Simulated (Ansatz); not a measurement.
# CaScHO2 (model structure, started from the SrVO2H type, P4/mmm, No. 123, 5 atoms in the cell)

Computed with LDA in Ansatz (PAW).

Run with plane-wave cutoff 520 eV, 8×8×10 k mesh (along the axes of the cell as run), Fermi–Dirac smearing 0.01 eV, scalar-relativistic PAW data made under PBE.

Cell (relaxed at this level):

```
CELL_PARAMETERS angstrom
      4.00595     0.00000     0.00000
      0.00000     4.00595     0.00000
      0.00000     0.00000     3.65003
ATOMIC_POSITIONS crystal
  Ca 0.50000 0.50000 0.50000
  Sc 0.00000 0.00000 0.00000
  O  0.50000 0.00000 0.00000
  O  0.00000 0.50000 0.00000
  H  0.00000 0.00000 0.50000
```

```json
{
  "band_gap": "1.84 eV (indirect)",
  "smallest_direct_gap_on_the_k_points_sampled": "2.30 eV",
  "direct gap at Γ": "4.00 eV"
}
```

Note: the relaxation could raise the start's symmetry but not lower it, so the cell can be a saddle point.

Static lattice: no zero-point or thermal effects.

Cost on a shared machine: about 12 core-seconds (a rough figure).

A model structure was made by putting elements into a prototype or built by hand; it is no filed structure, need not be a known phase, and can be a saddle point held by its symmetry.

Ansatz is a quantum-chemistry and plane-wave program.
